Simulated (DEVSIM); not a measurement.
Structure: double heterostructure, GaAs between p- and n-type In0.49Ga0.51P, at 300 K.

```
layer (left to right)       material  thickness (μm)  Nd (cm⁻³)  Na (cm⁻³)  τn (s)  τp (s)
---------------------  -------------  --------------  ---------  ---------  ------  ------
1                      In0.49Ga0.51P           0.220     1.9e17          -  1.4e-9  1.4e-9
2                               GaAs           0.410          -     6.6e14  1.4e-9  1.4e-9
3                      In0.49Ga0.51P           0.480          -     2.4e17  1.4e-9  1.4e-9
```

Left contact: ohmic. Right contact: ohmic. Voltage is applied to the left contact. Recombination: SRH at mid-gap, radiative, Auger. Mobility is μmin + (μ − μmin)/(1 + (N/Nref)^α).

The device is made up for the run: typed textbook-type constants, with dimensions and the other settings drawn at random. Values at 300 K.

| parameter | In0.49Ga0.51P | GaAs |
|---|---|---|
| gap (eV) | 1.89 | 1.424 |
| affinity (eV) | 4 | 4.07 |
| permittivity | 11.8 | 12.9 |
| Nc (cm⁻³) | 9e17 | 4.7e17 |
| Nv (cm⁻³) | 1.3e19 | 9e18 |
| μn (cm²/Vs) | 1500 | 8500 |
| μp (cm²/Vs) | 80 | 400 |
| μn,min | 400 | 500 |
| μp,min | 15 | 20 |
| Nref,n | 2e16 | 6e16 |
| Nref,p | 1.5e17 | 1.5e17 |
| αn | 0.7 | 0.39 |
| αp | 0.8 | 0.38 |
| B (cm³/s) | 1e-10 | 2e-10 |
| Cn (cm⁶/s) | 3e-30 | 1e-30 |
| Cp (cm⁶/s) | 3e-30 | 1e-30 |

Simulated with DEVSIM: 1D drift-diffusion, Boltzmann statistics, complete ionisation; no tunnelling, impact ionisation, image-force lowering or self-heating. Band offsets follow the typed affinities; no thermionic-emission limit at abrupt steps, no polarisation charge.

Base results: dark forward voltage at 1 A/cm² (V) 1.045; dark forward voltage at 100 A/cm² (V) 1.377; potential step across the device at zero bias (V) 1.747.

### Question
What follows from this one change: doping Na of layer 3 2.4e+17 → 7.2e+15 cm^-3?

### Answer
dark forward voltage at 1 A/cm² 1.045 → 1.169 V; dark forward voltage at 100 A/cm² 1.377 → 1.506 V; potential step across the device at zero bias 1.747 → 1.656 V.

### Question
What follows from this one change: constant mobility in place of the doping-dependent one?

### Answer
dark forward voltage at 1 A/cm² 1.045 → 1.036 V; dark forward voltage at 100 A/cm² 1.377 → 1.354 V; potential step across the device at zero bias little changed (1.747 V).
